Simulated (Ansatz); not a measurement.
The reference is Al2Cu (space group I4/mcm, No. 140; a = 6.059 Å, c = 4.874 Å).

(Cell as relaxed with PBE.)

Levels (all Ansatz, a program for electronic structure, PAW, earlier PAW set): PBE (420 eV, no spin-orbit coupling); r2SCAN (500 eV, scalar-relativistic without spin-orbit coupling).

Each level relaxes its own structure.

| base | PBE | r2SCAN |
|---|---|---|
| volume per atom | 14.91 Å³ | 14.40 Å³ |
| lattice parameter a | 6.059 Å | 6.006 Å |
| band gap | zero | zero |

It is then changed as follows: an isotropic linear strain of +1.22 %; the atoms relax in the strained cell.

| quantity | PBE | r2SCAN |
|---|---|---|
| pressure (mean of the normal stresses, compression positive) | -3.3 GPa | ___ |
| energy relative to the base (free energy F) | +6.0 meV/atom | ___ |
| band gap | zero | ___ |

Problem. Predict the r2SCAN column.

Solution. 
- pressure (mean of the normal stresses, compression positive), r2SCAN: -3.8 GPa
- energy relative to the base (free energy F), r2SCAN: +6.6 meV/atom
- band gap, r2SCAN: zero

PBE's pressure lies 0.5 GPa above r2SCAN's; PBE's energy relative to the base lies 0.6 meV/atom below r2SCAN's; the two agree on the band gap. Neither level is exact; r2SCAN is the comparison here, not a measurement.

Stability against distortions was not tested. All final runs are without spin polarisation.
